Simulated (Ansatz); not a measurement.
```xyz
40
Lattice="24.0000 0.0000 0.0000 0.0000 24.0000 0.0000 0.0000 0.0000 6.6832" Properties=species:S:1:pos:R:3 pbc="T T T"
Si    17.8948    12.0000     4.4547
Si    18.1097    13.9852     5.5700
Si    18.4242    12.0000     2.2284
Si    16.7689    15.4648     4.4548
Si    15.7760    17.1973     5.5701
Si    17.6062    13.8216     1.1131
Si    17.1973    15.7760     2.2285
Si    13.8216    17.6062     4.4547
Si    12.0000    18.4242     5.5700
Si    15.4648    16.7689     1.1132
Si    13.9852    18.1097     2.2284
Si    10.1784    17.6062     4.4547
Si     8.2240    17.1973     5.5701
Si    12.0000    17.8948     1.1131
Si    10.0148    18.1097     2.2284
Si     7.2311    15.4648     4.4548
Si     5.8903    13.9852     5.5700
Si     8.5352    16.7689     1.1132
Si     6.8027    15.7760     2.2285
Si     6.1052    12.0000     4.4547
Si     5.8903    10.0148     5.5700
Si     6.3938    13.8216     1.1131
Si     5.5758    12.0000     2.2284
Si     7.2311     8.5352     4.4548
Si     8.2240     6.8027     5.5701
Si     6.3938    10.1784     1.1131
Si     6.8027     8.2240     2.2285
Si    10.1784     6.3938     4.4547
Si    12.0000     5.5758     5.5700
Si     8.5352     7.2311     1.1132
Si    10.0148     5.8903     2.2284
Si    13.8216     6.3938     4.4547
Si    15.7760     6.8027     5.5701
Si    12.0000     6.1052     1.1131
Si    13.9852     5.8903     2.2284
Si    16.7689     8.5352     4.4548
Si    18.1097    10.0148     5.5700
Si    15.4648     7.2311     1.1132
Si    17.1973     8.2240     2.2285
Si    17.6062    10.1784     1.1131
```

These are PBE (plane waves to 420 eV, PAW; Ansatz, an electronic-structure program) values and carry that method's errors. Mesh 1×1×12. No spin polarisation. Isolated but for its images some 11 Å away. A hypothetical model, rolled from the flat sheet. It keeps the symmetry and period of its start, so it need not be a minimum against all distortions.

Question: Tabulate the two highest filled and two lowest empty levels along the axis, from the valence top.

Answer: 
```csv
k (2π/c),v2 (eV),v1 (eV),c1 (eV),c2 (eV)
0.000,0.00,0.00,0.18,0.45
0.042,-0.04,-0.04,0.20,0.48
0.083,-0.14,-0.14,0.27,0.56
0.125,-0.18,-0.18,0.36,0.67
0.167,-0.24,-0.24,0.47,0.80
0.208,-0.32,-0.32,0.58,0.90
0.250,-0.40,-0.40,0.70,0.94
0.292,-0.49,-0.49,0.82,1.00
0.333,-0.58,-0.58,0.93,1.06
0.375,-0.67,-0.67,1.05,1.08
0.417,-0.67,-0.67,1.04,1.04
0.458,-0.67,-0.67,1.02,1.02
0.500,-0.67,-0.67,1.02,1.02
```
